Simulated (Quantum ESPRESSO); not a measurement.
## Short convergence ladders for NiPt (P4mm, 2 atoms in the cell)

```
NiPt
1.0
    2.69639     0.00000     0.00000
    0.00000     2.69639     0.00000
    0.00000     0.00000     3.56043
Ni Pt
1 1
Direct
  0.50000   0.50000   0.51404
  0.00000   0.00000   0.00000
```
Moments meant for the start (each program seeds them in its own way; μB, in the order of the atoms Ni Pt): 2.0 1.0.

Base method: PBEsol, PSlibrary ultrasoft (PBE) pseudopotentials (plane waves; Quantum ESPRESSO).

Base settings: ecutwfc = 50 Ry; ecutrho = 500 Ry; occupations = smearing; smearing = fermi-dirac; degauss = 0.0073499 Ry; nspin = 2; input_dft = pbesol; potentials = {Ni: Ni.pbe-n-rrkjus_psl.1.0.0.UPF, Pt: Pt.pbe-n-rrkjus_psl.1.0.0.UPF}; K_POINTS = automatic 4 4 3 0 0 0; conv_thr = 1e-11 Ry.

The count of work is k-points × plane waves × bands × iterations; it is no time. 

**The cutoff for other potential files**

Level: DFT, PBEsol, plane waves, PseudoDojo standard norm-conserving (PBESOL) pseudopotentials.

In this ladder: ecutrho = default; input_dft = default; pseudopotentials = {Ni: Ni.upf, Pt: Pt.upf}.

The second cell is the first with its lattice scaled by 0.98.

The mesh stays at the base's, so the ladder's end is converged at best in this setting alone.

Only quantities that move along the ladder and can be compared are tabulated.

| ecutwfc | free energy less the last step's (meV/atom) | energy of the compressed cell less the first (meV/atom) | pressure (GPa) | largest difference of a force vector from the last step's (eV/Å) | net moment (μB/atom) | count of work / last |
|---|---|---|---|---|---|---|
| 45 Ry | 20254.98 | 14.88 | -886.02 | 0.166 | 0.000 | 0.13 |
| 55 Ry | 5675.27 | -87.16 | -372.77 | 0.079 | 0.000 | 0.14 |
| 70 Ry | 449.94 | 8.26 | -56.29 | 0.000 | 0.035 | 0.24 |
| 85 Ry | 12.86 | 15.91 | -6.94 | 0.000 | 0.105 | 0.28 |
| 100 Ry | 1.25 | 16.30 | -4.49 | 0.000 | 0.105 | 0.36 |
| 120 Ry | 0.81 | 16.30 | -4.47 | 0.000 | 0.105 | 0.46 |
| 150 Ry | 0.35 | 16.29 | -4.48 | 0.000 | 0.105 | 0.65 |
| 200 Ry | 0.00 | 16.29 | -4.47 | 0.000 | 0.105 | 1.0 |

Coarsest ecutwfc that holds the pressure within 0.2 GPa of the last step, with all finer ones: 100 Ry, at 0.36 of the last step's count of work; the step before is off by 2.5 GPa.

Coarsest ecutwfc that holds the forces within 0.02 eV/Å of the last step, with all finer ones: 70 Ry, at 0.24 of the last step's count of work; the step before is off by 0.079 eV/Å.

Coarsest ecutwfc that holds the free energy within 2 meV/atom of the last step, with all finer ones: 100 Ry, at 0.36 of the last step's count of work; the step before is off by 13 meV/atom.

The energy difference between the two cells stays within 1 meV/atom of the last step's from 85 Ry on, the total only from 120 Ry on: much of the error is common to both cells and cancels.

At the lowest cutoff the pressure lies 882 GPa under the last step's, the usual sign of Pulay stress in an incomplete plane-wave basis.

**The density cutoff**

The mesh stays at the base's, so the ladder's end is converged at best in this setting alone.

Only quantities that move along the ladder and can be compared are tabulated.

```tsv
ecutrho	free energy less the last step's (meV/atom)	pressure (GPa)
100 Ry	-2.36	-2.66
150 Ry	-0.30	-2.79
200 Ry	-0.14	-2.81
250 Ry	0.00	-2.82
300 Ry	-0.04	-2.82
400 Ry	-0.03	-2.82
500 Ry	-0.01	-2.82
600 Ry	0.00	-2.82
800 Ry	0.00	-2.82
```

Coarsest ecutrho that holds the pressure within 0.1 GPa of the last step, with all finer ones: 150 Ry; the step before is off by 0.17 GPa.

Coarsest ecutrho that holds the free energy within 1 meV/atom of the last step, with all finer ones: 150 Ry; the step before is off by 2.4 meV/atom.

**The relaxed cell against the cutoff**

On NiPt (P4/mmm, 2 atoms in the cell): atoms on their sites.

In this ladder: calculation = vc-relax; tprnfor = default; tstress = default. Moved along: ecutrho.

The mesh stays at the base's, so the ladder's end is converged at best in this setting alone.

Only quantities that move along the ladder and can be compared are tabulated.

```csv
ecutwfc,relaxed volume (Å³/atom),relaxation steps
25 Ry,11.806,3
30 Ry,12.589,4
35 Ry,12.831,4
42 Ry,12.818,4
50 Ry,12.829,4
60 Ry,12.861,5
75 Ry,12.857,5
100 Ry,12.862,5
```

Coarsest ecutwfc that holds the relaxed volume within 0.013 Å³/atom of the last step, with all finer ones: 60 Ry; the step before is off by 0.033 Å³/atom.

At the lowest cutoff the cell relaxes to a volume 8.2 % smaller than at the highest.

On the base run: the starting cell comes from a database of computed structures (which also holds hypothetical and non-ambient phases and stackings), without a prior relaxation at this level. Its lattice was rescaled by up to half a per cent. One atom was moved a little off its site on purpose. The starting moments vanished: the run ended non-magnetic, which need not be the lowest state. Without a gap this mesh is coarse (it stands for a supercell whose shortest vector is 11 Å).
